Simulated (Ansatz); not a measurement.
Effect of C → Sn on TiC

Start from TiC in the rock salt structure (space group Fm-3m, No. 225; a = 4.3278 Å).

Perturbation: full substitution C → Sn; the structure is relaxed again.

The values are results of r2SCAN (Ansatz, a program for electronic structure, PAW, no spin-orbit coupling), not measurements. k-mesh 14×14×14 (Γ-centred); smearing 0.05 eV (Fermi–Dirac), for the changed cell.

| quantity | base | changed | shift |
|---|---|---|---|
| volume per atom | 10.13 Å³ | 21.76 Å³ | +11.63 Å³ |
| lattice parameter a | 8.178 bohr | 10.551 bohr | +2.373 bohr |
| space group | Fm-3m (No. 225) | Fm-3m (No. 225) | – |
| shortest interatomic distance | 4.089 bohr | 5.276 bohr | +1.1864 bohr |
| band gap | zero | zero | – |

Final structure:

```
CELL_PARAMETERS angstrom
      0.00000     2.79174     2.79174
      2.79174     0.00000     2.79174
      2.79174     2.79174     0.00000
ATOMIC_POSITIONS crystal
  Sn 0.00000 0.00000 0.00000
  Ti 0.50000 0.50000 0.50000
```

Stability against distortions was not tested. As relaxed here, TiSn is a hypothetical phase, not in the database extracts checked. All final runs are without spin polarisation.
